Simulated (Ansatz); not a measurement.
Base system: NbP in the CsCl type structure (space group Pm-3m, No. 221; a = 3.079 Å; a hypothetical phase, not in the database extracts checked; relaxed with 0.1 eV smearing). Axes: x, y, z lie along the cube axes.

Calculations: PBEsol/PAW in Ansatz (a program for electronic structure), no spin-orbit coupling.

A first run, uniaxial strain ε_yy = −1.60 %, gives secant values C11 ≈ 400 GPa and C12 ≈ 120 GPa from its stress. A second run applies biaxial strain +2.19 %, plane normal [001], relaxed out of plane.

Problem. What does linear elasticity predict for −ε⊥/ε∥ in the second run, and what does the run give?

Solution. Linear elasticity: 2 C12/C11 = 0.60. The run gives 0.56; any difference comes from nonlinear terms at these strains and numerical noise.

Stability against distortions was not tested. The final runs are not spin-polarised.
